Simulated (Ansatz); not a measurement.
L1₀ (CuAu-type) FePt, relaxed in Ansatz (plane waves) with several semilocal functionals. Each gives its own volume and its own bulk modulus:

```
level   V0 (Å³/atom)  bulk modulus (GPa)   ln V0   ln B0
------  ------------  ------------------  ------  ------
LDA           13.025               252.7  2.5669  5.5322
PBEsol        13.420               232.1  2.5967  5.4472
PBE           14.024               201.2  2.6408  5.3043
```

Fit a straight line to ln B0 against ln V0. What does it predict for r²SCAN, whose volume is 13.909 Å³/atom?

With x = ln V0 and y = ln B0: means 2.60147 and 5.42790; Σ(Δx Δy) = -0.008559, Σ(Δx²) = 0.002765, so the slope is -3.10. At x = 2.6325 the line gives y = 5.42790 + (-3.10) × (2.6325 − 2.60147) = 5.3317, or 206.8 GPa. The run with r²SCAN gives 217.9 GPa, +5.4 % from the line. The rows used scatter about it by up to 0.5 %, while the largest value lies 26 % above the smallest. For comparison, PBE's own equation of state has B′ = 5.0, the slope −d ln B/d ln V at a fixed functional; the two needn't agree, since functionals also differ at one volume.

Measured: 208 GPa (measured, room temperature, not corrected to a static lattice; as tabulated in First-principles calculations on Fe-Pt nanoclusters of various morphologies).

Spin-polarised runs: LDA (parallel moments), PBEsol (parallel moments), r²SCAN (parallel moments), PBE (parallel moments).

Ansatz's density-functional and Hartree–Fock values are scalar-relativistic unless marked +SOC, with PAW data made under PBE.

Ansatz is an electronic-structure program.
